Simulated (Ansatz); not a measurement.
Consider Pt in the fcc (Cu type) structure (space group Fm-3m, No. 225; a = 3.942 Å; relaxed with 0.1 eV smearing). Axes: x, y, z lie along the cube axes.

Structures relaxed with Ansatz (a quantum-chemistry and plane-wave program), r2SCAN, PAW, cutoff 500 eV, without spin-orbit coupling, earlier PAW set.

Base:

Simulated powder pattern, Cu Kα, λ = 1.54184 Å (kinematic, ideal powder, no thermal factors, no anomalous dispersion; the 10 strongest lines at most, above 2 %, up to 2θ = 90°):

```tsv
2θ (°)	I/Imax (%)	hkl
39.60	100	(111)
46.06	49	(200)
67.18	33	(220)
80.89	40	(311)
85.30	12	(222)
```

After one change:

Simulated powder pattern, Cu Kα, λ = 1.54184 Å (kinematic, ideal powder, no thermal factors, no anomalous dispersion; the 10 strongest lines at most, above 2 %, up to 2θ = 90°):

```
2θ (°)  I/Imax (%)
------  ----------
40.48          100
47.09           49
68.80           32
82.98           40
87.57           12
```

What was done to the base?
A) tensor shear ε_xz = −1.91 %
B) isotropic strain −2.08 %
C) isotropic strain +1.49 %
D) uniaxial stress, 0.5 GPa tension along x

B, isotropic strain −2.08 %. Its volume per atom is 14.37 Å³ against 15.31 Å³, and its space group is Fm-3m (No. 225).

Stability under load was not tested beyond the relaxation. The final runs are not spin-polarised. Pt lies near a magnetic instability that expansion can trigger; it was not tested.
